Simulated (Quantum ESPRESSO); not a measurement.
Troubleshooting Quantum ESPRESSO: a failed run on a (001) slab of Mg2Si3 (cut from a parent of space group no. 2; 20 atoms in the cell). The aim is a self-consistent single point with DFT, revPBE, plane waves, GBRV 1.5 ultrasoft (PBE) pseudopotentials.

The input file:

```fortran
&control
  calculation = 'scf'
  prefix = 'run'
  outdir = './tmp/'
  pseudo_dir = './'
  tprnfor = .true.
  tstress = .true.
/
&system
  ibrav = 0
  nat = 20
  ntyp = 2
  ecutwfc = 40
  ecutrho = 40
  occupations = 'smearing'
  smearing = 'methfessel-paxton'
  degauss = 0.0036749
  input_dft = 'revpbe'
/
&electrons
  conv_thr = 1e-10
  mixing_beta = 0.2
  mixing_mode = 'local-TF'
/
ATOMIC_SPECIES
Mg    24.3050  mg_pbe_v1.4.uspp.F.UPF
Si    28.0850  si_pbe_v1.uspp.F.UPF
ATOMIC_POSITIONS crystal
Mg    0.9908880000    0.0826030000    0.3737120000
Mg    0.9394580000    0.4817570000    0.3717430000
Mg    0.7847060000    0.9419470000    0.2688720000
Mg    0.1456400000    0.6224130000    0.4765830000
Mg    0.1343370000    0.4373900000    0.6282570000
Mg    0.0829070000    0.8365440000    0.6262880000
Mg    0.9281550000    0.2967340000    0.5234170000
Mg    0.2890890000    0.9772000000    0.7311280000
Si    0.6302770000    0.5636670000    0.2759910000
Si    0.3000695000    0.0006930000    0.4694650000
Si    0.5447525000    0.2673805000    0.3042660000
Si    0.3855940000    0.2969800000    0.4411860000
Si    0.3428160000    0.7621485000    0.3328770000
Si    0.5875300000    0.8022120000    0.4125780000
Si    0.7737255000    0.9184540000    0.5305350000
Si    0.4435180000    0.3554800000    0.7240090000
Si    0.6882010000    0.6221670000    0.5588140000
Si    0.5290425000    0.6517665000    0.6957340000
Si    0.4862650000    0.1169350000    0.5874220000
Si    0.7309790000    0.1569985000    0.6671230000
K_POINTS automatic
6 3 1  0 0 0
CELL_PARAMETERS angstrom
   2.9821900000     0.0000000000     0.0000000000
   0.0853860000     7.8524460000     0.0000000000
   0.0000000000     0.0000000000    29.7539000000
```

Output (repeated stretches shortened):

```
 %%%%%%%%%%%%%%%%%%%%%%%%%%%%%%%%%%%%%%%%%%%%%%%%%%%%%%%%%%%%%%%%%%%%%%%%%%%%%%
     Error in routine set_cutoff (1):
     ecutrho <= ecutwfc?!?
 %%%%%%%%%%%%%%%%%%%%%%%%%%%%%%%%%%%%%%%%%%%%%%%%%%%%%%%%%%%%%%%%%%%%%%%%%%%%%%

     stopping ...
```

Task: Read the log: what does the program object to, and what is the fix?

Result: The fault is a density cutoff or grid that is too coarse; here the program stops on it instead of giving results. To fix it, restore the density cutoff. The program stopped before any SCF iteration.

The sound input it was made from differs as follows (other fixes are possible):
```diff
-  ecutrho = 40
+  ecutrho = 200
```

With that input, the run converged in 24 iterations: free energy E − TS -15210.6371 eV; Fermi level (on the code's own zero) 2.19 eV; pressure averaged over the cell with its vacuum -0.62 GPa; largest force (vector length) 0.386 eV/Å (DFT, revPBE, plane waves, GBRV 1.5 ultrasoft (PBE) pseudopotentials).

On the sound input: the starting cell comes from a database of computed structures (which also holds hypothetical and non-ambient phases and stackings), without a prior relaxation at this level. The slab is cut from that crystal, and its faces are unrelaxed. Spin polarisation is off, though cut faces can carry moments; the slab shows no gap. Without a gap this mesh is coarse (it stands for a supercell whose shortest in-plane vector is 18 Å).
